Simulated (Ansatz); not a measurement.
## CoSi2: pressure series

Consider CoSi2 (space group Fm-3m, No. 225; non-magnetic).

```
CELL_PARAMETERS angstrom
      0.00000     2.68017     2.68017
      2.68017     0.00000     2.68017
      2.68017     2.68017     0.00000
ATOMIC_POSITIONS crystal
  Co 0.00000 0.00000 0.00000
  Si 0.25000 0.25000 0.25000
  Si 0.75000 0.75000 0.75000
```

Cell and atoms are relaxed at each pressure.

All numbers come from PBE (Ansatz, a program for electronic structure; PAW; 420 eV plane waves; spin-orbit coupling left out), earlier PAW set.

Notes on the quantities. enthalpy: H = E + PV relative to the base's energy.

```
change               density       enthalpy  shortest interatomic distance
----------------  ----------  -------------  -----------------------------
base              4.96 g/cm³              –                        2.321 Å
pressure −2 GPa   4.91 g/cm³  -0.16 eV/atom                        2.330 Å
pressure −1 GPa   4.94 g/cm³  -0.08 eV/atom                        2.325 Å
pressure 0.3 GPa  4.97 g/cm³  +0.02 eV/atom                        2.320 Å
pressure 0.7 GPa  4.98 g/cm³  +0.06 eV/atom                            ___
pressure 1.5 GPa  5.00 g/cm³  +0.12 eV/atom                        2.315 Å
pressure 3 GPa           ___  +0.24 eV/atom                        2.309 Å
pressure 5 GPa           ___  +0.40 eV/atom                        2.301 Å
pressure 7.5 GPa  5.16 g/cm³  +0.59 eV/atom                            ___
pressure 10 GPa   5.22 g/cm³  +0.78 eV/atom                        2.283 Å
```

Q: Fill in the withheld entries from the trend.

A: 
- pressure 0.7 GPa, shortest interatomic distance: 2.318 Å
- pressure 3 GPa, density: 5.04 g/cm³
- pressure 5 GPa, density: 5.10 g/cm³
- pressure 7.5 GPa, shortest interatomic distance: 2.292 Å

Load acts through the strain it causes; cell and atoms are relaxed under it. No phonon test of stability was made. No other phases were tried under pressure. Starting moments died away, wholly or in part, for the base; another magnetic solution may exist. The final runs are not spin-polarised. An odd electron count without spin: CoSi2.
